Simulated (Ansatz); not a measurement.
## Si: band gap against strain

Si (diamond, Fd-3m, 20.054 Å³/atom at rest) under an equal strain ε in the (001) plane with the normal axis free, as in a coherent film. PBEsol in Ansatz, a plane-wave DFT program (PAW, default set), 420 eV, 11×11×11 Γ-centred mesh, Fermi-Dirac smearing 0.05 eV; ions are relaxed within the symmetry of each cell. Gaps are the smallest over the k-mesh and a band path, without spin-orbit coupling; in all rows the valence edge lies at Γ and the conduction edge at about 1.0 Å⁻¹ from Γ. Runs with a gap under 0.1 eV are left out.

Here s stands for strain and Eg for gap.

| strain (%) | gap (eV) |
|---|---|
| 0.00 | 0.47 |
| 0.50 | 0.38 |
| 1.00 | 0.30 |
| 1.50 | 0.22 |
| 2.00 | ? |

Problem. Fit Eg against s with a straight line, and predict the withheld value at s = 2.00.

Solution. Means: s 0.75000, Eg 0.342. About the means, the sum of products is -0.20750 and the sum of squares of s is 1.2500; the slope is their ratio. Least squares gives Eg = 0.467 - 0.1660·s. Residuals (row less fit): 0.003, -0.004, -0.001, 0.002; standard error 0.004 (degrees of freedom: 2). Over these rows the gap moves by -17 ± 0.3 eV per unit strain. At the withheld row, Eg = 0.467 - 0.1660 × 2.0 = 0.135 eV. The calculation gives 0.14 eV, which the fit meets to the printed digits. The row lies outside the fitted rows, so this is an extrapolation. The fitted rows scatter only by rounding.

Rows are the converged runs of the series near zero and its far end; series whose fitted rows scatter by over a few per cent of the range, as at a crossing or softening among them, aren't shown in this form. Most that stay on the fit to the last digits aren't either.
